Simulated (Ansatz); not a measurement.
Candidates (primitive cells; geometry: relaxed with this functional, without spin-orbit coupling):
A. ScPd3 (Pm-3m), a = 3.9417 Å, b = 3.9417 Å, c = 3.9417 Å, α = 90.00°, β = 90.00°, γ = 90.00°
B. Au$_{2}$Bi (Fd-3m), a = b = c = 5.618 Å, α = β = γ = 60.00°
C. PtSn (P6_3/mmc), a = b = 4.128 Å, c = 5.435 Å, α = β = 90.00°, γ = 120.00°

Task: Rank these by electron-phonon coupling λ (highest first), as Ansatz (a quantum-chemistry and plane-wave program) with PBEsol, DFPT electron-phonon coupling, linearised Boltzmann equation gives it.

Result: B (0.49), C (0.35), A (0.24)

Metals; harmonic phonons. Halving the electron mesh moves these values by up to 6 %; q meshes are mostly untested. Some of the runs warned that the eigensolver left states short of its tolerance. Spin-orbit coupling is left out.

Formula and space group known from diffraction (Crystallography Open Database), not checked to be the room-temperature form: Au2Bi (Fd-3m), PtSn (P6_3/mmc), ScPd3 (Pm-3m). The missing spin-orbit coupling matters most for Au2Bi (Fd-3m), PtSn (P6_3/mmc).
